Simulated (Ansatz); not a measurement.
Relaxation of the outer planes of the (111) surface of bcc Ta in its 1x1 cell, outermost plane spacing 0.96 Å in the ideal cut.

Level of theory: PBE (plane waves to 420 eV, PAW; Ansatz, a first-principles code).

Set-up: 11 atoms, 9.6 Å thick at the start (thin: gaps and levels are the slab's own); mesh 9x9x1; 0.1 eV smearing; dipole correction on; all atoms relaxed; start symmetry kept, larger cells not searched; no spin, no spin-orbit, no U.

```csv
plane,atoms,bulk spacing to the next (Å),relaxed spacing (Å),change (%),rumpling (Å)
1,Ta,0.958,[?],[?],0.00
2,Ta,0.958,0.793,-17.2,0.00
```

Task: Fill in the missing entries.

Result: 
- 1, relaxed spacing (Å): 0.730
- 1, change (%): -23.8
